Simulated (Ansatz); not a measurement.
The starting structures come from a database of crystals and need not be the phases stable at ambient conditions.

The decay constant κ of evanescent states in the gap governs leakage through a thin film.

Consider the following.

```xyz
12
Lattice="6.1658 0.0000 0.0000 -3.0829 7.7319 0.0000 0.0000 -3.1175 6.2040" Properties=species:S:1:pos:R:3 pbc="T T T"
La     3.0829    -1.4094     5.6870
La     0.0000     6.0237     0.5170
La     3.0829     4.0098     4.5249
La     0.0000     0.6046     1.6791
N      4.6243     0.0000     0.0000
N      1.5414     0.0000     0.0000
Cl     4.6243    -1.5588     3.1020
Cl     1.5414    -1.5588     3.1020
Cl     3.0829     1.5932     6.1377
Cl     0.0000     3.0211     0.0663
Cl     3.0829     1.8561     2.3846
Cl     0.0000     2.7582     3.8194
```

Space group of this cell: Ibam. The cell is taken as given.

Transport runs along the normal of the first two printed cell vectors.

The gap is the functional's own, uncorrected, and κ follows it; spin-orbit coupling is left out. Mid-gap values are interpolated between the computed energies.

Compute, with r2SCAN (Ansatz, a quantum-chemistry and plane-wave program), the band gap and the smallest decay constant κ at mid-gap.

Gap 3.80 eV on a 6×6×6 mesh; κ = 0.412 1/Å, at (0.000, 0.250) of the in-plane reciprocal vectors. At the zone centre, at the nearest computed energy, the slowest state has κ = 0.42 1/Å.
